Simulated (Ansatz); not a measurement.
Consider TiN in the rock salt structure (space group Fm-3m, No. 225; relaxed with 0.1 eV smearing).

```
TiN
1.0
    0.00000     2.10227     2.10227
    2.10227     0.00000     2.10227
    2.10227     2.10227     0.00000
Ti N
1 1
Direct
  0.00000   0.00000   0.00000
  0.50000   0.50000   0.50000
```

Cartesian axes are those of the cell as printed.

The values are results of Ansatz (a first-principles code), PBEsol, PAW, cutoff 420 eV, spin-orbit coupling left out, not measurements.

Base values:

| Quantity | Value |
|---|---|
| Shortest interatomic distance | 2.102 Å |
| Pressure | 0.0 GPa |

One thing is altered: biaxial strain +3.32 %, plane normal [110], relaxed out of plane (Cartesian); in-plane vectors clamped, the third vector and the atoms free.

Question: How does this affect the shortest interatomic distance?

Answer: The shortest interatomic distance increases by 0.016 Å (2.102 Å → 2.118 Å).

Question: Estimate the effect on the pressure.

Answer: The pressure (mean of the normal stresses, compression positive) goes from zero to -12.2 GPa.

Question: What happens to the out-of-plane strain?

Answer: The out-of-plane strain is -1.88 %.

A biaxial case was relaxed in a doubled cell and then solved in the primitive one. Whether these cells are dynamically stable was not tested. The base started in Pnma and relaxed to Fm-3m at this level. All final runs are without spin polarisation. An odd electron count without spin: TiN.
